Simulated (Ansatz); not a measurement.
For CsCl-type ScPt, PBEsol in Ansatz (plane waves, PAW) gives:

* **lattice parameter a**: 3.260 Å
* **formation enthalpy**: -1.206 eV/atom

**Question.** What does r²SCAN (plane waves, PAW; Ansatz, a first-principles code) give for the same quantities?

**Answer.** 
- lattice constant a: 3.284 Å (rises by 0.7 %)
- formation enthalpy: -1.323 eV/atom (moves by -0.117 eV/atom)

For comparison: lattice constant a 3.268 Å (measured, temperature not stated, copied from a table, unchecked, not corrected to a static lattice; as tabulated in Physical Review, Section A (133,1964-188,1969) 137, 119 (1965)).

Changes are worked out from the printed values.

Unless a cell is named, each level is at its own relaxed cell (PBEsol 17.32, r²SCAN 17.72 Å³/atom).

Levels without +SOC leave out spin–orbit coupling, which shifts energies and cells of such heavy elements.

Ansatz's density-functional and Hartree–Fock values are scalar-relativistic unless marked +SOC, with PAW data made under PBE.
